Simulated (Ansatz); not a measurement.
L1₂ (Cu3Au-type) Ni3Al was calculated with PBEsol-D3(BJ) in Ansatz (plane waves, PAW).

Input:

Ansatz 0.2 input:
```yaml
crystal:
  lattice:
    - [3.4589518457, 0.0, 0.0]
    - [0.0, 3.4589518457, 0.0]
    - [0.0, 0.0, 3.4589518457]
  atoms:
    - { symbol: Al, position: [0.0, 0.0, 0.0], spin: 0.0 }
    - { symbol: Ni, position: [0.0, 0.5, 0.5], spin: 0.5 }
    - { symbol: Ni, position: [0.5, 0.0, 0.5], spin: 0.5 }
    - { symbol: Ni, position: [0.5, 0.5, 0.0], spin: 0.5 }
basis:
  ecutwfc: 520
  ecutrho_ratio: 4
  xc_grid: 2
kpoints:
  mp_grid: { grid: [16, 16, 16] }
hamiltonian:
  xc: pbesol
  dispersion: d3bj
  pseudopotentials: { kind: paw }
scf:
  occupations: { method: fermi_dirac, width: 0.05 }
  convergence: { dr2_threshold: 0.0000000004 }
output:
  forces: true
  stress: true
  eigenvalues: true
magnetization:
  spin_polarized: true
```

Task: How many irreducible k-points, plane waves at Γ does the program set up, and what pressure does the run end with?

Result: 165 irreducible k-points, 1141 plane waves at Γ; P = 4.75 GPa, so the cell is compressed on average and its volume would grow at this level.

From the output:

```
Crystal: 4 atoms, lattice volume = 41.384 Å³
Basis set: ecut = 520 eV, 1141 PW (Γ), exchange–correlation on 54×54×54 points (8 copies of the dense FFT grid, shifted against one another)
Bands: 36, of which v1, the nominal top of the filled ones, is band 29 counted from 1 (28 counted from 0)
Symmetry: 48 space group operations
Space group: Pm-3m (ITA 221), of the structure as read, at distance tolerance 3.5e-5 Å
k-points: 165 of 4096
Initial density: superposition of atomic densities (chi_scale 0.1, normalization cell)
Functional: x = pbesol(κ = 0.804, μ = 0.12345679012345678), c = pbesol(β = 0.046)
spin=Collinear: Kerker preconditioning applied to the charge; magnetization (m = ρ↑ − ρ↓) channel mixes plain (no charge-response kernel on spin).
SCF 1 converged in 16 iterations: F = -17943.004942 eV  dr2 = 1.87e-13
SCF converged after 16 iterations
Magnetization: 0.6008 μB (28.8004 up, 28.1996 down)
Free energy (F): -17943.004942 eV
Internal energy: -17942.974506 eV  (E = F + TS)
E sigma→0 (E₀):  -17942.989724 eV
Fermi energy:    17.450530 eV
--- Forces (eV/Å), atoms counted from 1 ---
  atom   1  Al    -0.00000000    -0.00000000    -0.00000000
  atom   2  Ni     0.00000000    -0.00000000    -0.00000000
  atom   3  Ni     0.00000000    -0.00000000     0.00000000
  atom   4  Ni     0.00000000    -0.00000000     0.00000000
--- Stress (GPa, compression-positive) ---
        4.748114      -0.000000       0.000000
        0.000000       4.748114       0.000000
        0.000000       0.000000       4.748114
  P = ⅓ Tr σ = 4.7481 GPa (47.481 kbar)
```

The cell is one volume of an energy–volume scan, off the minimum.

The PAW data were made under PBE.

Note: moments this small hang on the smearing and the k mesh.

Ansatz is a first-principles code.
